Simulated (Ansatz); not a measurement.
Consider Cu in the fcc (Cu type) structure (space group Fm-3m, No. 225; a = 3.5768 Å; relaxed with 0.1 eV smearing). Axes: x, y, z lie along the cube axes.

Level of theory: Ansatz (an electronic-structure program), r2SCAN, PAW, cutoff 500 eV, scalar-relativistic without spin-orbit coupling.

Perturbation: uniaxial strain ε_zz = −3.00 %, all other strain components held at zero, atoms relaxed at fixed cell.

### Question
Predict the stress tensor and what it implies for the stiffness.

### Answer
Stress of the strained cell less that of the base (GPa, compression positive):
```
    4.8     0.0     0.0
    0.0     4.8     0.0
    0.0     0.0     6.5
```

Then −Δσ_ii/ε with ε = -0.0300 gives secant stiffness values (nonlinear terms included at this strain): C33 ≈ 218 GPa, C13 ≈ 161 GPa and C23 ≈ 161 GPa.

As a check, the harmonic strain energy −½ V₀ Δσ:ε is 7.0 meV/atom; the computed energy rise is 6.8 meV/atom.

No phonon test of stability was made. All final runs are without spin polarisation.
